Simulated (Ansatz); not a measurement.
End structure of the (0001) surface of hcp Zr (in the relaxation 2 Zr–Zr bonds formed), one row in 3 of the top plane missing (bottom of the slab: a bare face, its two planes held):

```xyz
17
Lattice="3.2325 0.0000 0.0000 -4.8487 8.3983 0.0000 0.0000 0.0000 29.0000" Properties=species:S:1:pos:R:3 pbc="T T T"
Zr     1.6162     0.9331     8.0374
Zr     0.0000     3.7326     8.0374
Zr    -1.6162     6.5320     8.0374
Zr     0.0000     1.8663    10.6225
Zr    -1.6162     4.6657    10.6225
Zr    -3.2325     7.4651    10.6225
Zr     1.6163     0.9530    13.2800
Zr     0.0000     3.7174    13.2194
Zr    -1.6162     6.5461    13.2055
Zr    -0.0007     1.7660    16.0089
Zr    -1.6167     4.6448    15.7434
Zr    -3.2331     7.4811    15.7898
Zr     1.6157     0.9183    18.6525
Zr    -0.0004     3.7374    18.3384
Zr    -1.6168     6.5014    18.2696
Zr    -1.6166     3.5482    20.8324
Zr    -3.2330     6.1114    20.6976
```

Slab: 17 atoms, 12.9 Å thick at the start; k 13x5x1, smearing 0.1 eV, dipole-corrected; 6 atoms held, the rest relaxed; no symmetry held; no spin, no spin-orbit, no U. It is one candidate, not shown to be the stable structure of the face.

What work function of the top face does PBE (Ansatz, a program for electronic structure) give?

3.48 eV
